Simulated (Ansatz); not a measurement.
**InP: response to strain**

The reference is InP in the zinc blende structure (space group F-43m, No. 216; a = 5.878 Å).

Strains are applied to the cell and any free atomic positions relax.

The values are results of Ansatz (a program for electronic structure), PBEsol, PAW, cutoff 420 eV, scalar-relativistic without spin-orbit coupling, not measurements.

Candidates:
(a) isotropic strain +1.50 %
(b) isotropic strain −2.00 %
(c) isotropic strain −3.00 %
(d) isotropic strain +3.00 %

Notes on the quantities. energy relative to the base: free energy F.

Task: Order them by energy relative to the base, highest first.

Result: (c) isotropic strain −3.00 % (+48 meV/atom), (d) isotropic strain +3.00 % (+38 meV/atom), (b) isotropic strain −2.00 % (+20 meV/atom), (a) isotropic strain +1.50 % (+10 meV/atom)

Whether these cells are dynamically stable was not tested.
